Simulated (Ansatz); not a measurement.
**H interstitial started at a bond centre in germanium**

These are PBE, PAW (plane waves to 420 eV; Ansatz, a program for electronic structure) values and carry that method's errors. Set-up: 64-site cell; 2×2×2 shifted k-points; start: bond centre of Ge and Ge, 2.49 Å; the functional closes the host's gap; energies good to tenths of an eV.

Neighbours after relaxation, in Å: of the H atom: Ge 1.68, Ge 1.69.

Formation energies E_f are those of the neutral cell. Chemical conditions: host crystal and elements as references (Δμ(H) = 0.00 eV; H taken from its element, since no compound that bounds it was computed at this level; only phases computed here count, gases as isolated molecules at 0 K). Reference phases: H: H2 molecule in a box.

The name describes the start; the neighbours show where the atoms ended.

| charge | moment (μB) | largest move off a lattice site (Å) | E_f, host crystal and elements as references (eV) |
|---|---|---|---|
| 0† | quenched | 0.44 | 1.21 |

† Not settled in this cell, so no level is given: charge 0: a level filled in part.

Starting moments that weren't kept: charge 0 began with 1 μB and ended with 0.0.

No other site or start that was run ended lower by more than 0.1 eV.
